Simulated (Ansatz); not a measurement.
# CuGaSe2: energy against strain

CuGaSe2 (chalcopyrite, I-42d, 21.475 Å³/atom and stress up to 0.01 GPa in the relaxed cell, c along z) under a strain ε along a (axis x), the other axes held. PBEsol in Ansatz, a plane-wave DFT program (PAW, default set), 420 eV, 8×8×8 Γ-centred mesh, Fermi-Dirac smearing 0.05 eV; ions are relaxed, or left where forces stay under 0.02 eV/Å, within the symmetry of each cell.

Here s stands for strain and y for E less E0.

| strain (%) | E less E0 (meV/atom) |
|---|---|
| -3.00 | ? |
| -1.50 | 1.46 |
| -0.75 | 0.36 |
| 0.00 | 0.00 |
| 0.75 | 0.37 |
| 1.50 | 1.45 |

Taking a parabola for y over the 5 complete rows: Least squares gives y = 0.001 - 0.0013·s + 0.6463·s². Residuals (row less fit): 0.003, -0.006, -0.001, 0.006, -0.003; standard error 0.007 (degrees of freedom: 2). Twice the quadratic coefficient over the volume, 2 × 0.6463 meV × 10⁴ × 0.1602 / 21.475 Å³, is the elastic constant C11 = 96.4 ± 0.5 GPa (± standard error of the fit, which holds the terms cut off).

Question: Predict the withheld y at s = -3.00 from the fit, and compare with the calculation.

Answer: y = 0.001 - 0.0013 × (-3.00) + 0.6463 × (-3.00)² = 5.822 meV/atom. The calculation gives 5.98 meV/atom, 0.158 meV/atom above the prediction (2.6 % of the range of y in the table). The row lies outside the fitted rows, so this is an extrapolation. From the scatter of the fitted rows alone, a prediction at this place has a standard error of 0.028 meV/atom, so the miss is 5.6 times that.

A polynomial of degree 3 through the 8 other runs of the series gives 5.98 there, so most of the miss is curvature that the fit leaves out. Rows are the converged runs of the series near zero and its far end; series whose fitted rows scatter by over a few per cent of the range, as at a crossing or softening among them, aren't shown in this form, nor equations of state whose B0' disagrees with the runs' pressures. Most that stay on the fit to the last digits aren't either.
